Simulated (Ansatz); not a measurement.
Fluorite PbF₂ (high-temperature phase), treated with LC-ωPBE (Ansatz, a first-principles code, plane waves, PAW).

Run with plane-wave cutoff 460 eV, 8×8×8 k mesh, Fermi–Dirac smearing 0.01 eV, scalar-relativistic PAW data made under PBE.

Computed at the level's own relaxed cell.

Question: What does this level give for the equilibrium volume per atom, band gap, Γ–Γ gap, lattice constant a and smallest direct gap on the k points sampled?

Answer: 
- equilibrium volume per atom: 17.49 Å³/atom
- band gap: 10.76 eV (on the SCF k mesh)
- Γ–Γ gap: 16.54 eV
- lattice constant a: 5.943 Å
- smallest direct gap on the k points sampled: 10.92 eV

Measured, for comparison: equilibrium volume per atom 17.46 Å³/atom, lattice constant a 5.94 Å (temperature not stated, no zero-point or thermal correction; as tabulated in Cadelano and Cappellini (2011), arXiv:1107.5962). Computed (rounded) less measured: equilibrium volume per atom +0.2 %, lattice constant a +0.1 %.

Spin–orbit coupling is not included; with these elements it can move the gap by several tenths of an eV or more.

Static lattice: no zero-point or thermal effects.
